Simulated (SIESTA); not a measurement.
SIESTA run on GaNi (Pm-3m, 2 atoms in the cell): self-consistent single point.

Method of the run: GGA PBEsol with spin-orbit coupling, numerical atomic orbitals DZP, PseudoDojo PBEsol fully relativistic norm-conserving potentials (rewritten from UPF to PSML) (SIESTA 5.4.2).

```xyz
2
Lattice="2.8830 0.0000 0.0000 0.0000 2.8830 0.0000 0.0000 0.0000 2.8830" Properties=species:S:1:pos:R:3 pbc="T T T"
Ga     0.0000     0.0000     0.0000
Ni     1.4415     1.4415     1.4415
```

Reference input (self-consistent single point, DFT, GGA PBEsol, numerical atomic orbitals DZP, PseudoDojo PBEsol standard norm-conserving potentials (rewritten from UPF to PSML)): XC.functional = GGA; XC.authors = PBEsol; potentials = PseudoDojo PBEsol standard; PAO.BasisSize = DZP; PAO.EnergyShift = 0.01 Ry; MeshCutoff = 400 Ry; kgrid.MonkhorstPack = 9 9 9; OccupationFunction = MP; OccupationMPOrder = 0; ElectronicTemperature = 136 meV; MaxSCFIterations = 150; SCF.Mixer.Method = Broyden. This run's input differs from it in these lines:

```diff
@@ -1,2 +1,2 @@
-# files in the folder: Ga.psml Ni.psml (PseudoDojo PBEsol standard)
+# files in the folder: Ga.psml Ni.psml (PseudoDojo PBEsol fully relativistic)
 SystemName  GaNi
@@ -35,2 +35,7 @@
 ElectronicTemperature        136.0 meV
+Spin                         spin-orbit
+%block DM.InitSpin
+  1 0.00 0.00 0.00
+  2 0.00 0.00 0.00
+%endblock DM.InitSpin
```

Log, with long lists cut:

```
        iscf     Eharris(eV)        E_KS(eV)     FreeEng(eV)     dDmax    Ef(eV) dHmax(eV)
   scf:    1    -6612.534494    -6630.569108    -6630.585640  1.513206 -2.036908 18.427649
     spin moment: {S} , |S| = {   -0.00000    0.00000   -0.00000 }     0.00000
   scf:    2    -6630.445586    -6636.069287    -6636.076664  0.686461 -4.357364  6.788732
     spin moment: {S} , |S| = {    0.00000   -0.00000   -0.00000 }     0.00000
   scf:    3    -6637.755103    -6637.353554    -6637.364024  0.087835 -3.789130  2.308024
     spin moment: {S} , |S| = {   -0.00000    0.00000    0.00000 }     0.00000
   [... lines left out ...]
     spin moment: {S} , |S| = {   -0.00000   -0.00000    0.00000 }     0.00000
   scf:    9    -6637.433684    -6637.433688    -6637.445305  0.000062 -3.828613  0.009627
     spin moment: {S} , |S| = {    0.00000   -0.00000    0.00000 }     0.00000
   scf:   10    -6637.433668    -6637.433683    -6637.445307  0.000191 -3.827846  0.000411
     spin moment: {S} , |S| = {    0.00000   -0.00000    0.00000 }     0.00000
   scf:   11    -6637.433683    -6637.433683    -6637.445307  0.000007 -3.827870  0.000200
     spin moment: {S} , |S| = {    0.00000    0.00000    0.00000 }     0.00000
SCF Convergence by DM+H criterion
max |DM_out - DM_in|         :     0.0000068374
max |H_out - H_in|      (eV) :     0.0001996742
SCF cycle converged after 11 iterations

Using DM_out to compute the final energy and forces

siesta: E_KS(eV) =            -6637.4337

siesta: E_KS - E_eggbox =     -6637.4337

siesta: Atomic forces (eV/Ang):
     1   -0.000000    0.000000    0.000000
     2    0.000000    0.000000   -0.000000
   Tot   -0.000000    0.000000   -0.000000
   Max    0.000000
   Res    0.000000    sqrt( Sum f_i^2 / 3N )
   Max    0.000000    constrained

Stress tensor Voigt[x,y,z,yz,xz,xy] (kbar):       25.95       25.95       25.95       -0.00        0.00        0.00
(Free)E + p*V (eV/cell)    -6637.8335
Target enthalpy (eV/cell)    -6637.4453

siesta: Program's energy decomposition (eV):
siesta: Enl(+so)=     -1760.103066
   [... lines left out ...]
siesta: FreeEng =     -6637.445307
   [... lines left out ...]
siesta:     0.016198    0.000000    0.000000
siesta:     0.000000    0.016198   -0.000000
siesta:     0.000000   -0.000000    0.016198

siesta: Cell volume =         23.963771 Ang**3

siesta: Pressure (static):
siesta:                Solid            Molecule  Units
siesta:          -0.00017642         -0.00017642  Ry/Bohr**3
siesta:          -0.01619838         -0.01619838  eV/Ang**3
siesta:         -25.95267072        -25.95267072  kBar
```

The run converged in 11 iterations. Against the reference run the pressure goes from -2.86 to -2.60 GPa.

The starting cell comes from a database of computed structures (which also holds hypothetical and non-ambient phases and stackings), without a prior relaxation at this level. Its lattice was rescaled by a random factor within 2.5 % of one. Values carry the incompleteness of an atom-centred basis.

Cost on one core of a shared machine: roughly 5 min.
